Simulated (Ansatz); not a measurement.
WAl₃ (model structure, started from the A15 type, Pm-3n, No. 223, 8 atoms in the cell), treated with LDA (Ansatz, a quantum-chemistry and plane-wave program, plane waves, PAW).

Run with plane-wave cutoff 520 eV, 12×12×12 k mesh, Fermi–Dirac smearing 0.05 eV, no spin polarisation, scalar-relativistic PAW data made under PBE.

Cell (relaxed at this level):

```xyz
8
Lattice="4.9549 0.0000 0.0000 0.0000 4.9549 0.0000 0.0000 0.0000 4.9549" Properties=species:S:1:pos:R:3 pbc="T T T"
Al     1.2387     0.0000     2.4774
Al     3.7161     0.0000     2.4774
Al     0.0000     2.4774     1.2387
Al     0.0000     2.4774     3.7161
Al     2.4774     1.2387     0.0000
Al     2.4774     3.7161     0.0000
W      0.0000     0.0000     0.0000
W      2.4774     2.4774     2.4774
```

Q: Give the computed bulk modulus.

A: 
bulk modulus: 147 GPa

Note: the run has no spin polarisation, so it can have missed a magnetic state; the bulk modulus is −V dP/dV from two relaxed cells at ±2 % in volume; the relaxation could raise the start's symmetry but not lower it, so the cell can be a saddle point.

Spin–orbit coupling is not included.

The computed numbers hold no vibrational or temperature effects.

The result took roughly 2.1 core-minutes.

A model structure was made by putting elements into a prototype or built by hand; it is no filed structure, need not be a known phase, and can be a saddle point held by its symmetry.
